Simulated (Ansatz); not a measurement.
Given:

```
Cu
1.0
    0.00000     1.78949     1.78949
    1.78949     0.00000     1.78949
    1.78949     1.78949     0.00000
Cu
1
Direct
  0.00000   0.00000   0.00000
```

The numbers are results of PBEsol, rigid bands (plane waves, PAW, scalar-relativistic; Ansatz, a first-principles code), not measurements. Condition of this run: hydrostatic pressure -2 GPa (the target of the relaxation). Cell: cell and atoms relaxed with PBEsol, then loaded as said.

Task: For narrow interconnects the product ρ₀λ of bulk resistivity and mean free path ranks metals, the lower the better. What is it here?

Result: 6.6 ×10⁻¹⁶ Ω·m².

Task: And the Drude plasma energy and the root-mean-square Fermi velocity at 300 K?

Result: 9.0 eV; 1.1e6 m/s.

A metal at this level (no band gap); rigid bands, thermally averaged at 300 K, both spins. Spin-orbit coupling is left out. τ is one relaxation time for all states; the product of resistivity and mean free path takes one path for all states instead.
